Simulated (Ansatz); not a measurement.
An Ansatz (an electronic-structure program) run: BaTiO3 with a change (isotropic strain −2.90 %); PBEsol (Ansatz), without spin-orbit coupling, earlier PAW set.

Input:

Ansatz 0.2 input:
```yaml
crystal:
  lattice:
    - [3.8407654776, 0, 0]
    - [0, 3.8407654776, 0]
    - [0, 0, 3.9287637759]
  atoms:
    - { symbol: Ti, position: [0.5, 0.5, 0.4471069093] }
    - { symbol: Ba, position: [0, 0, 0.9319199471] }
    - { symbol: O, position: [0.5, 0.5, 0.9018114842] }
    - { symbol: O, position: [0.5, 0, 0.4125808297] }
    - { symbol: O, position: [0, 0.5, 0.4125808297] }
basis: { ecutwfc: 420, ecutrho_ratio: 4, xc_grid: 2, fft_grid_basis: typed }
kpoints: { mp_grid: { grid: [8, 8, 8] } }
hamiltonian:
  xc: pbesol
  dispersion: none
  pseudopotentials: { azcp: { folder: ./paw }, kind: paw }
scf: { occupations: { method: fermi_dirac, width: 0.05 }, convergence: { dr2_threshold: 0.0000000005 } }
relax: { f_tol: 0.005, max_steps: 50 }
output: { forces: true, stress: true }
checkpoint: { write: state.ck, write_every: 1000 }
```

Output (explanatory and most iteration lines left out):

```
Relaxation: its limit of steps is 50 (relax.max_steps)
Pseudopotential: Ti, paw, valence charge 12
Pseudopotential: Ba, paw, valence charge 10
Pseudopotential: O, paw, valence charge 6
Crystal: 5 atoms, lattice volume = 57.955 Å³
Basis set: ecut = 420 eV, 1157 PW (Γ), exchange–correlation on 54×54×54 points (8 copies of the dense FFT grid, shifted against one another)
Bands: 25, of which v1, the nominal top of the filled ones, is band 20 counted from 1 (19 counted from 0)
Symmetry: 8 space group operations
Space group: P4mm (ITA 99), of the structure as read, at distance tolerance 3.9e-5 Å
k-points: 75 of 512 (time reversal used)
Functional: x = pbesol(κ = 0.804, μ = 0.12345679012345678), c = pbesol(β = 0.046)
SCF iter   1: F=—  HF=-10027.637158 eV  |F-HF|=—  |Δ(HF+E_count)|=         —  Δρ=5.19e-2  dr2=1.59e0  ethr=3.10e-3  ⟨swp⟩=7.6  Hψ=9463  notcnv=0
SCF iter   2: F=—  HF=-10027.428874 eV  |F-HF|=—  |Δ(HF+E_count)|=   2.08e-1  Δρ=2.70e-2  dr2=5.47e-1  ethr=3.10e-3  ⟨swp⟩=2.4  Hψ=3465  notcnv=0  defer=70
SCF 1 converged in 10 iterations: F = -10027.347295 eV  dr2 = 1.31e-11
relax step   1: F+E_penalty+E_count = -10027.34729514 eV  Δ(F+E_penalty+E_count) = +0.000e0 eV  max|allowed force component| = 9.755e-1 eV/Å  Δτ_max = 0.0000 Å  (10 SCF iters, accepted)
Crystal: 5 atoms, lattice volume = 57.955 Å³
SCF iter   1: F=—  HF=-10027.359843 eV  |F-HF|=—  |Δ(HF+E_count)|=         —  Δρ=2.68e-3  dr2=5.24e-3  ethr=1.39e-5  ⟨swp⟩=1.9  Hψ=6554  notcnv=0  defer=68
SCF iter   2: F=—  HF=-10027.358651 eV  |F-HF|=—  |Δ(HF+E_count)|=   1.19e-3  Δρ=1.35e-3  dr2=1.52e-3  ethr=1.31e-5  ⟨swp⟩=2.0  Hψ=2708  notcnv=0  defer=68
SCF 2 converged in 8 iterations: F = -10027.357972 eV  dr2 = 2.61e-11
relax step   2: F+E_penalty+E_count = -10027.35797216 eV  Δ(F+E_penalty+E_count) = -1.068e-2 eV  max|allowed force component| = 7.770e-1 eV/Å  Δτ_max = 0.0270 Å  (8 SCF iters, accepted)
Crystal: 5 atoms, lattice volume = 57.955 Å³
SCF iter   1: F=—  HF=-10027.370531 eV  |F-HF|=—  |Δ(HF+E_count)|=         —  Δρ=1.95e-3  dr2=3.03e-3  ethr=3.12e-5  ⟨swp⟩=3.3  Hψ=5003  notcnv=0  defer=68
SCF iter   2: F=—  HF=-10027.369881 eV  |F-HF|=—  |Δ(HF+E_count)|=   6.50e-4  Δρ=1.03e-3  dr2=9.45e-4  ethr=7.57e-6  ⟨swp⟩=1.1  Hψ=2479  notcnv=0  defer=67
SCF 3 converged in 7 iterations: F = -10027.369371 eV  dr2 = 4.38e-10
relax step   3: F+E_penalty+E_count = -10027.36937089 eV  Δ(F+E_penalty+E_count) = -1.140e-2 eV  max|allowed force component| = 5.064e-1 eV/Å  Δτ_max = 0.0114 Å  (7 SCF iters, accepted)
Crystal: 5 atoms, lattice volume = 57.955 Å³
SCF iter   1: F=—  HF=-10027.396349 eV  |F-HF|=—  |Δ(HF+E_count)|=         —  Δρ=9.20e-3  dr2=3.83e-2  ethr=1.98e-3  ⟨swp⟩=4.0  Hψ=5264  notcnv=0  defer=66
SCF iter   2: F=—  HF=-10027.387674 eV  |F-HF|=—  |Δ(HF+E_count)|=   8.67e-3  Δρ=4.82e-3  dr2=1.13e-2  ethr=9.57e-5  ⟨swp⟩=2.1  Hψ=2831  notcnv=0  defer=63
SCF 4 converged in 9 iterations: F = -10027.384092 eV  dr2 = 2.64e-11
relax step   4: F+E_penalty+E_count = -10027.38409152 eV  Δ(F+E_penalty+E_count) = -1.472e-2 eV  max|allowed force component| = 1.504e-2 eV/Å  Δτ_max = 0.0754 Å  (9 SCF iters, accepted)
Crystal: 5 atoms, lattice volume = 57.955 Å³
SCF iter   1: F=—  HF=-10027.385079 eV  |F-HF|=—  |Δ(HF+E_count)|=         —  Δρ=1.78e-3  dr2=1.40e-3  ethr=4.20e-5  ⟨swp⟩=2.7  Hψ=4794  notcnv=0  defer=62
SCF iter   2: F=—  HF=-10027.384746 eV  |F-HF|=—  |Δ(HF+E_count)|=   3.33e-4  Δρ=9.42e-4  dr2=4.14e-4  ethr=3.49e-6  ⟨swp⟩=1.5  Hψ=2545  notcnv=0  defer=61
SCF 5 converged in 7 iterations: F = -10027.384341 eV  dr2 = 9.43e-11
relax step   5: F+E_penalty+E_count = -10027.38434096 eV  Δ(F+E_penalty+E_count) = -2.494e-4 eV  max|allowed force component| = 2.382e-3 eV/Å  Δτ_max = 0.0153 Å  (7 SCF iters, accepted)
SCF converged after 7 iterations
Free energy (F): -10027.384341 eV
Internal energy: -10027.384341 eV  (E = F + TS)
E sigma→0 (E₀):  -10027.384341 eV
Fermi energy:    12.668069 eV
--- Forces (eV/Å), atoms counted from 1 ---
  atom   1  Ti     0.00000000     0.00000000    -0.00133636
  atom   2  Ba    -0.00000000     0.00000000     0.00238164
  atom   3  O      0.00000000     0.00000000     0.00021059
  atom   4  O     -0.00000000     0.00000000    -0.00062917
  atom   5  O      0.00000000     0.00000000    -0.00062917
--- Stress (GPa, compression-positive) ---
       18.747707       0.000000      -0.000000
        0.000000      18.747707       0.000000
       -0.000000       0.000000      12.902524
  P = ⅓ Tr σ = 16.7993 GPa (167.993 kbar)
--- Relaxed structure (5 steps of the walk, 5 accepted, 0 SCFs on fresh bases) ---
  atoms:
    - { symbol: Ti, position: [0.5, 0.5, 0.4311457139529974] }
    - { symbol: Ba, position: [-1.316291279303935e-34, 0.0, 0.9242041203414545] }
    - { symbol: O, position: [0.5, 0.5, 0.9162240844308479] }
    - { symbol: O, position: [0.5, 0.0, 0.4172130406373502] }
    - { symbol: O, position: [-8.148469824262456e-35, 0.5, 0.4172130406373502] }
```

Stability against distortions was not tested. All final runs are without spin polarisation. The cell was made from BaTiO₃ (space group P4mm, No. 99) by this change: isotropic strain −2.90 %.
